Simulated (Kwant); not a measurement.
# GaAs/Al0.3Ga0.7As stack with 2 barriers

Device: GaAs/Al0.3Ga0.7As stack with 2 barriers. One parabolic valley. Leads of mass 0.067 mₑ with the band edge at 0; grid 0.1 nm; bias swept from 0.0096 to 0.36 V, dropping linearly over the stack. Emitter Fermi level 0.045 eV, 4 K, equal in the collector.

```csv
layer,thickness (nm),band offset (eV),mass (mₑ)
1,2.6,0.24,0.092
2,8.4,0,0.067
3,4.3,0.24,0.092
```

Constants are typed, rounded textbook-type inputs, not results; the design itself was drawn at random and stands for no fabricated device.

Kwant, one-band effective-mass tight-binding model in one dimension, coherent, no space charge, current by the Tsu-Esaki formula.

```
bias (V)  J (A/cm²)
--------  ---------
0.05793       23400
0.09418         713
0.1063          563
0.1183          549
0.1304          592
0.1425          684
0.1546          836
0.1667         1070
0.1788         1460
0.1908         2100
0.2029         3260
0.2150         5700
0.2271        12200
0.2392        33200
0.2513        68800
0.2633       105000
0.2754       135000
0.2875       155000
0.2996       162000
0.3117       151000
0.3237       116000
0.3358        67900
0.3479        42600
0.3600        32700
```
